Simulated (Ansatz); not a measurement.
Base system: BN (space group P6_3/mmc, No. 194; a = 2.500 Å, c = 6.412 Å; layered, stacked along the Cartesian z axis). Axes: x lies along a and z along c of the hexagonal cell.

Computed with PBEsol-D3(BJ), PAW, 420 eV (Ansatz, an electronic-structure program; without spin-orbit coupling).

Base values:

| Property | Result |
|---|---|
| Shortest interatomic distance | 1.444 Å |
| Gap character | indirect, k = (0.267, 1/3, 0) in the run's primitive reciprocal basis → M |
| Pressure | 0.00 GPa |

The change: biaxial strain −1.80 %, plane normal [001], relaxed out of plane (Cartesian); in-plane vectors clamped, the third vector and the atoms free.

**Question.** What happens to the shortest interatomic distance, out-of-plane strain, gap character and pressure?

**Answer.** The shortest interatomic distance falls by 0.026 Å to 1.418 Å; the out-of-plane strain amounts to +0.07 %; the gap character changes from indirect, k = (0.267, 1/3, 0) in the run's primitive reciprocal basis → M to indirect, k = (0.267, -0.400, 0) in the run's primitive reciprocal basis → M; the pressure (mean of the normal stresses, compression positive) goes from zero to 14.78 GPa.

No phonon test of stability was made.
